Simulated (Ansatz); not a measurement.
Zr, response to strain

Consider Zr in the hcp (Mg type) structure (space group P6_3/mmc, No. 194; a = 3.244 Å, c = 5.158 Å; relaxed with 0.1 eV smearing). Axes: x lies along a and z along c of the hexagonal cell.

Strains are applied to the cell and any free atomic positions relax.

Method: r2SCAN in Ansatz (plane waves to 500 eV, PAW, scalar-relativistic without spin-orbit coupling).

Notes on the quantities. energy relative to the base: free energy F; pressure: mean of the normal stresses, compression positive.

```tsv
change	shortest interatomic distance	energy relative to the base	pressure
base	3.187 Å	0 meV/atom	0.0 GPa
uniaxial strain ε_zz = +0.50 %	3.198 Å	+0.3 meV/atom	-0.5 GPa
uniaxial strain ε_zz = +1.00 %	3.208 Å	…	-0.9 GPa
uniaxial strain ε_zz = +1.50 %	3.219 Å	+2.7 meV/atom	-1.4 GPa
uniaxial strain ε_zz = +2.00 %	3.229 Å	+4.7 meV/atom	…
uniaxial strain ε_zz = +2.50 %	…	+7.4 meV/atom	-2.3 GPa
uniaxial strain ε_zz = +3.00 %	3.244 Å	+10 meV/atom	-2.7 GPa
```

Question: Some entries are withheld; estimate them.

Answer: 
- uniaxial strain ε_zz = +1.00 %, energy relative to the base: +1.2 meV/atom
- uniaxial strain ε_zz = +2.00 %, pressure: -1.9 GPa
- uniaxial strain ε_zz = +2.50 %, shortest interatomic distance: 3.240 Å

Whether these cells are dynamically stable was not tested. All final runs are without spin polarisation.

Ansatz is an electronic-structure program.
